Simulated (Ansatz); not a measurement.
Start from GaP in the zinc blende structure (space group F-43m, No. 216; a = 5.451 Å). Axes: x, y, z lie along the cube axes.

Calculations: plane-wave PAW DFT at the r2SCAN level (Ansatz, an electronic-structure program, 500 eV), spin-orbit coupling left out.

Base values:

```
Property                            Result
---------------------  -------------------
Valence-band top at Γ  0.00, 0.00, 0.00 eV
```

Modification: biaxial strain −1.67 %, plane normal [111], relaxed out of plane (Cartesian); in-plane vectors clamped, the third vector and the atoms free.

Question: Estimate the effect on the energy relative to the base, out-of-plane strain, in-plane stress and valence-band top at Γ.

Answer: The energy rises by 7.6 meV/atom; the out-of-plane strain is +0.73 %; the mean in-plane stress (compression positive) amounts to +3.7 GPa; the valence-band top at Γ (three highest levels, from the VBM) goes from 0.00, 0.00, 0.00 eV to 0.00, 0.00, -0.21 eV.

No phonon test of stability was made.
